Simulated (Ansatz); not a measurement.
A computed series for Y: pressure series

Start from Y in the hcp (Mg type) structure (space group P6_3/mmc, No. 194; a = 3.683 Å, c = 5.698 Å).

Cell and atoms are relaxed at each pressure.

All numbers come from r2SCAN in Ansatz (plane waves to 500 eV, PAW, no spin-orbit coupling).

Notes on the quantities. enthalpy: H = E + PV relative to the base's energy.

| variant | volume per atom | enthalpy |
|---|---|---|
| base | 33.46 Å³ | – |
| pressure −2 GPa | 35.31 Å³ | -0.43 eV/atom |
| pressure −1 GPa | 34.34 Å³ | -0.21 eV/atom |
| pressure 3 GPa | 31.30 Å³ | +0.60 eV/atom |
| pressure 7 GPa | 29.08 Å³ | +1.36 eV/atom |
| pressure 15 GPa | 25.82 Å³ | +2.72 eV/atom |
| pressure 30 GPa | 21.98 Å³ | +4.94 eV/atom |
| pressure 50 GPa | 18.85 Å³ | +7.47 eV/atom |
| pressure 75 GPa | 16.38 Å³ | +10.21 eV/atom |
| pressure 100 GPa | 14.74 Å³ | +12.63 eV/atom |

Load acts through the strain it causes; cell and atoms are relaxed under it. No phonon test of stability was made. No other phases were tried under pressure. The final runs are not spin-polarised.

Ansatz is a first-principles code.
